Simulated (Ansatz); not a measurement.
We consider TiAl (P-6m2, No. 187, 2 atoms in the cell; start mp-1217008; a measured phase of this formula has another space group), described by PBEsol in Ansatz (PAW).

Settings: plane-wave cutoff 520 eV, 24×24×12 k mesh (along the axes of the cell as run), Fermi–Dirac smearing 0.05 eV, no spin polarisation, scalar-relativistic PAW data made under PBE.

Cell (relaxed at this level):

```cif
data_AlTi
_chemical_formula_sum 'Ti1 Al1'
_space_group_name_H-M_alt 'P-6m2'
_space_group_IT_number 187
_space_group_name_Hall 'P -6 2'
_cell_length_a 2.84900
_cell_length_b 2.84900
_cell_length_c 4.61646
_cell_angle_alpha 90.000
_cell_angle_beta 90.000
_cell_angle_gamma 120.000
loop_
_atom_site_label
_atom_site_type_symbol
_atom_site_symmetry_multiplicity
_atom_site_Wyckoff_symbol
_atom_site_fract_x
_atom_site_fract_y
_atom_site_fract_z
_atom_site_occupancy
Ti1 Ti 1 a 0.00000 0.00000 0.00000 1
Al1 Al 1 d 0.33333 0.66667 0.50000 1
```

Q: What does this level give for the bulk modulus?

A: 
* **bulk modulus**: 111 GPa

Note: the run has no spin polarisation, so it can have missed a magnetic state; the bulk modulus is −V dP/dV from two relaxed cells at ±2 % in volume; the relaxation could not lower the start's symmetry, so the cell can be a saddle point above a distorted one.

Static lattice: no zero-point or thermal effects.

Cost on a shared machine: about 80 core-seconds (a rough figure).

A start named mp-… is a Materials Project structure, which need not be a measured phase.

Ansatz is a first-principles code.
